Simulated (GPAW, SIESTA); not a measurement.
A GPAW input for a self-consistent single point of SnSb (Fm-3m, 2 atoms in the cell) (DFT PBEsol, plane waves, GPAW PAW datasets PBEsol (made by gpaw-setup)):

```python
from ase import Atoms
from ase.units import GPa
from gpaw import GPAW

atoms = Atoms(['Sn', 'Sb'],
              cell=[[0.000000, 3.069310, 3.069310],
                    [3.069310, 0.000000, 3.069310],
                    [3.069310, 3.069310, 0.000000]],
              scaled_positions=[[0.500000, 0.500000, 0.500000],
                                [0.000000, 0.000000, 0.000000]],
              pbc=True)

calc = GPAW(mode={'name': 'pw', 'ecut': 550},
            xc='PBEsol',
            kpts={'size': (12, 12, 12), 'gamma': True},
            occupations={'name': 'fermi-dirac', 'width': 0.1},
            nbands=-6,
            symmetry={'symmorphic': False, 'tolerance': 0.0005},
            maxiter=150,
            txt='-')

atoms.calc = calc

energy = atoms.get_potential_energy()
print('Energy (eV):', round(energy, 6))
forces = atoms.get_forces()
print('Forces (eV/Ang):')
print(forces.round(5))
stress = atoms.get_stress()
print('Stress (GPa, Voigt):', (stress / GPa).round(4))
```

Question: Write the same calculation as an input for SIESTA.

Answer: One input that does it (others would too):

```
# files in the folder: Sn.psml Sb.psml (PseudoDojo PBEsol standard)
SystemName  SnSb
SystemLabel snsb

NumberOfAtoms                2
NumberOfSpecies              2
%block ChemicalSpeciesLabel
  1 50 Sn
  2 51 Sb
%endblock ChemicalSpeciesLabel
LatticeConstant              1.0 Bohr
%block LatticeVectors
     0.000000000    5.800155292    5.800155292
     5.800155292    0.000000000    5.800155292
     5.800155292    5.800155292    0.000000000
%endblock LatticeVectors
AtomicCoordinatesFormat      Ang
%block AtomicCoordinatesAndAtomicSpecies
     3.069310000    3.069310000    3.069310000  1
     0.000000000    0.000000000    0.000000000  2
%endblock AtomicCoordinatesAndAtomicSpecies

XC.functional                GGA
XC.authors                   PBEsol
PAO.BasisSize                DZP
PAO.EnergyShift              0.01 Ry
MeshCutoff                   300 Ry
%block kgrid.MonkhorstPack
   12   0   0  0.0
    0  12   0  0.0
    0   0  12  0.0
%endblock kgrid.MonkhorstPack
OccupationFunction           FD
ElectronicTemperature        100.0 meV

MaxSCFIterations             150
SCF.Mixer.Method             Pulay
SCF.Mixer.Weight             0.25
SCF.Mixer.History            6
SCF.DM.Tolerance             1.0E-05
Diag.ParallelOverK           true
WriteForces                  true
Charge.Mulliken              end
```

Basis, cutoffs, solver keys and any potentials are the target program's own. This input uses DFT, GGA PBEsol, numerical atomic orbitals DZP, PseudoDojo PBEsol standard norm-conserving potentials (rewritten from UPF to PSML). Both were run: pressure -1.80 GPa in GPAW and -0.52 in SIESTA.

On GPAW: the starting cell comes from a database of computed structures (which also holds hypothetical and non-ambient phases and stackings), without a prior relaxation at this level.

On SIESTA: the starting cell comes from a database of computed structures (which also holds hypothetical and non-ambient phases and stackings), without a prior relaxation at this level. Values carry the incompleteness of an atom-centred basis.
